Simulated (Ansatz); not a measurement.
The structure below was relaxed with PBEsol-D3(BJ) (Ansatz, a first-principles code; PAW; 420 eV plane waves; scalar-relativistic without spin-orbit coupling).

Space group P6₃/mmc (No. 194); a = 3.440 Å, b = 3.440 Å, c = 11.034 Å, α = 90.00°, β = 90.00°, γ = 120.00°

```csv
atom,site,symmetry,x,y,z
Si,2d,-6m2,0.6667,0.3333,0.2500
Se,4f,3m.,0.3333,0.6667,0.1080
```

Write out a cell with all atoms.


```
SiSe2
1.0
    3.44023     0.00000     0.00000
   -1.72011     2.97933     0.00000
    0.00000     0.00000    11.03359
Si Se
2 4
Direct
  0.33333   0.66667   0.75000
  0.66667   0.33333   0.25000
  0.33333   0.66667   0.10799
  0.66667   0.33333   0.60799
  0.66667   0.33333   0.89201
  0.33333   0.66667   0.39201
```
This is the conventional cell.

Whether these cells are dynamically stable was not tested. The final runs are not spin-polarised. The cell was made from PtSe2 by this change: Pt → Si; the result is a hypothetical phase, not in the database extracts checked.
